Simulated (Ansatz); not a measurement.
The parent structure is Ba in the bcc (W type) structure (space group Im-3m, No. 229; a = 4.882 Å; relaxed with 0.1 eV smearing). Axes: x, y, z lie along the cube axes.

All numbers come from PBEsol (Ansatz, an electronic-structure program), no spin-orbit coupling.

Base values:

The band gap is zero and the shortest interatomic distance is 4.228 Å.

Perturbation: tensor shear ε_xy = +2.00 % (engineering shear γ = 0.0400), atoms relaxed at fixed cell.

Q: What happens to the stress?

A: The stress (xx, yy, zz, yz, xz, xy; compression positive) comes out as (0.0, 0.0, 0.0, 0.0, 0.0, -0.4) GPa.

Q: What does the calculation give for the band gap after the change?

A: The band gap is still zero.

Q: What happens to the energy relative to the base?

A: The energy grows by 3.2 meV/atom.

Q: Predict the new shortest interatomic distance.

A: The shortest interatomic distance drops by 0.056 Å to 4.172 Å.

The cells carry an imposed strain or load. Whether these cells are dynamically stable was not tested.
